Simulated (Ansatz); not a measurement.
# BeSe, pressure series

Take BeSe in the zinc blende structure (space group F-43m, No. 216; a = 5.178 Å) as the base.

Cell and atoms are relaxed at each pressure.

Calculations: Ansatz (an electronic-structure program) PBE, no spin-orbit coupling.

| variant | shortest interatomic distance | band gap | smallest direct gap |
|---|---|---|---|
| base | 2.242 Å | 2.67 eV | 4.22 eV |
| pressure −2 GPa | 2.263 Å | 2.73 eV | 4.02 eV |
| pressure −1 GPa | 2.252 Å | 2.70 eV | 4.12 eV |
| pressure 3 GPa | ? | ? | 4.50 eV |
| pressure 7 GPa | 2.183 Å | 2.50 eV | 4.83 eV |
| pressure 15 GPa | 2.133 Å | 2.32 eV | 4.96 eV |
| pressure 30 GPa | 2.064 Å | 2.03 eV | 4.90 eV |
| pressure 50 GPa | 1.999 Å | 1.70 eV | 4.78 eV |
| pressure 75 GPa | 1.940 Å | 1.36 eV | 4.64 eV |
| pressure 100 GPa | 1.894 Å | 1.06 eV | 4.50 eV |

**Question.** Fill in the withheld entries from the trend.

**Answer.** 
- pressure 3 GPa, shortest interatomic distance: 2.214 Å
- pressure 3 GPa, band gap: 2.59 eV

Load acts through the strain it causes; cell and atoms are relaxed under it. No phonon test of stability was made. Competing high-pressure phases were not computed.
